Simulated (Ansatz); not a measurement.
**hypothetical anti-perovskite Cs3AuS with two functionals**

Consider Cs3AuS in the anti-perovskite structure (space group Pm-3m, No. 221; a = 6.677 Å; a hypothetical phase, not in the database extracts checked).

(Cell as relaxed with PBE.)

Levels (all Ansatz, an electronic-structure program, PAW): PBE (420 eV, no spin-orbit coupling); PBEsol (420 eV, scalar-relativistic without spin-orbit coupling).

Each level relaxes its own structure.

| quantity | PBE | PBEsol |
|---|---|---|
| volume per atom | 59.55 Å³ | 55.99 Å³ |
| lattice parameter a | 6.677 Å | 6.542 Å |
| band gap | 1.14 eV | 1.03 eV |
| gap character | indirect, Γ → X | indirect, Γ → X |
| electron mass | 0.34 mₑ along k, 0.56 mₑ across | 0.33 mₑ along k, 0.54 mₑ across |

PBE's volume per atom lies 3.56 Å³ above PBEsol's (6.4 %); PBE's lattice parameter a lies 0.1357 Å above PBEsol's (2.1 %); PBE's band gap lies 0.11 eV above PBEsol's; the two agree on the gap character. Neither level is exact; PBEsol is the comparison here, not a measurement.

With Au present, leaving out spin-orbit coupling can change the band edges. Masses are band curvatures over ±0.01 Å⁻¹ around the edge. Along k means along the line from Γ to the band edge. No phonon test of stability was made.
